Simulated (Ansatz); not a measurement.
Polymorphs of BN, Ansatz (a program for electronic structure) with PBEsol, rigid bands; geometry: cell and atoms relaxed with PBEsol.
- P4_2/mnm, primitive cell of 8: a = b = 4.3988 Å, c = 2.5385 Å, α = β = γ = 90.00°
- F-43m, primitive cell of 2: a = 2.5496 Å, b = 2.5496 Å, c = 2.5496 Å, α = 60.00°, β = 60.00°, γ = 60.00°

```json
[
 {"Space group": "P4_2/mnm", "volume per atom (Å³)": "6.1", "band gap": "4.57 eV", "electron conductivity mass": "?", "hole conductivity mass": "0.78 mₑ", "Seebeck coefficient, n-type 1e19 cm⁻³": "-251 μV/K"},
 {"Space group": "F-43m", "volume per atom (Å³)": "5.9", "band gap": "4.30 eV", "electron conductivity mass": "0.39 mₑ", "hole conductivity mass": "0.69 mₑ", "Seebeck coefficient, n-type 1e19 cm⁻³": "?"}
]
```

Q: Complete the blanks.

A: 
- P4_2/mnm, electron conductivity mass: 0.43 mₑ
- F-43m, Seebeck coefficient, n-type 1e19 cm⁻³: -283 μV/K

Masses are for dilute carriers at 300 K, harmonic means over directions unless an axis is named. Seebeck coefficients are for the stated density at 300 K, with one relaxation time for all states and whether or not that doping can be reached. Spin-orbit coupling is left out.

Computed structure with no diffraction record at hand here (it may be known, metastable or hypothetical): BN (P4_2/mnm).
